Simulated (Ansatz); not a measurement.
**HgS, response to strain**

Start from HgS in the zinc blende structure (space group F-43m, No. 216).

```xyz
2
Lattice="0.0000 2.9379 2.9379 2.9379 0.0000 2.9379 2.9379 2.9379 0.0000" Properties=species:S:1:pos:R:3 pbc="T T T"
Hg     0.0000     0.0000     0.0000
S      1.4690     1.4690     1.4690
```

Cartesian axes are those of the cell as printed.

Strains are applied to the cell and any free atomic positions relax.

Calculations: Kohn–Sham DFT with the PBEsol functional, run in Ansatz (an electronic-structure program) with PAW and 420 eV plane waves, no spin-orbit coupling.

Notes on the quantities. energy relative to the base: free energy F; pressure: mean of the normal stresses, compression positive.

```
case                            energy relative to the base  volume per atom    pressure
------------------------------  ---------------------------  ---------------  ----------
base                                             0 meV/atom         25.36 Å³     0.0 GPa
uniaxial strain ε_zz = −3.00 %                +5.2 meV/atom         24.60 Å³     2.0 GPa
uniaxial strain ε_zz = −2.50 %                +3.6 meV/atom         24.72 Å³     1.6 GPa
uniaxial strain ε_zz = −2.00 %                +2.3 meV/atom         24.85 Å³     1.3 GPa
uniaxial strain ε_zz = −1.50 %                +1.3 meV/atom         24.98 Å³     0.9 GPa
uniaxial strain ε_zz = +0.50 %                +0.1 meV/atom         25.49 Å³    -0.3 GPa
uniaxial strain ε_zz = +1.00 %                +0.6 meV/atom         25.61 Å³  (withheld)
uniaxial strain ε_zz = +2.00 %                +2.2 meV/atom         25.87 Å³  (withheld)
uniaxial strain ε_zz = +2.50 %                +3.4 meV/atom         25.99 Å³    -1.4 GPa
uniaxial strain ε_zz = +3.00 %                +4.9 meV/atom         26.12 Å³    -1.7 GPa
```

Question: Some entries are withheld; estimate them.

Answer: 
- uniaxial strain ε_zz = +1.00 %, pressure: -0.6 GPa
- uniaxial strain ε_zz = +2.00 %, pressure: -1.1 GPa

The mesh was chosen for an insulator and is coarse for the gapless case. No phonon test of stability was made. All final runs are without spin polarisation.
